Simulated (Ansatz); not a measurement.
# What Mn → Cu does to Li2MnBr4

The reference is Li2MnBr4 (space group Cmmm, No. 65; a = 7.692 Å, b = 10.874 Å, c = 3.813 Å; ferromagnetic; a cell from a computed database, its experimental status unchecked).

It is then changed as follows: full substitution Mn → Cu; the structure is relaxed again.

All numbers come from DFT with PBEsol, PAW potentials and a 420 eV plane-wave cutoff in Ansatz (a quantum-chemistry and plane-wave program), no spin-orbit coupling. Settings: 8×8×12 k-points, 0.05 eV Fermi–Dirac smearing, for the changed cell.

```tsv
quantity	base	changed	shift
volume per atom	22.78 Å³	21.59 Å³	-1.19 Å³
density	4.04 g/cm³	4.36 g/cm³	+0.32 g/cm³
shortest interatomic distance	2.651 Å	2.532 Å	-0.119 Å
band gap	1.50 eV	zero	–
magnetic state	ferromagnetic	ferromagnetic	–
largest site moment	4.37 μB	0.44 μB	-3.922 μB
```

Final structure:

```
Li2CuBr4
1.0
    3.81424    -5.28859     0.00000
    3.81424     5.28859     0.00000
    0.00000     0.00000     3.74597
Li Cu Br
2 1 4
Cartesian
  1.90712  -2.64430   1.87299
  1.90712   2.64430   1.87299
  0.00000   0.00000   0.00000
  5.84501   0.00000   1.87299
  1.78346   0.00000   1.87299
  3.81424  -2.75639   0.00000
  3.81424   2.75639   0.00000
```

No phonon test of stability was made. As relaxed here, Li2CuBr4 is a hypothetical phase, not in the database extracts checked. No Hubbard U is applied and the magnetic state is the run's own (Li2CuBr4 ferromagnetic; Li2MnBr4 ferromagnetic); small cells can't hold the antiferromagnetic order that many such compounds have, so gaps and moments can be off. Where the two band edges lie in opposite spin channels, the gap is a spin-flip gap.
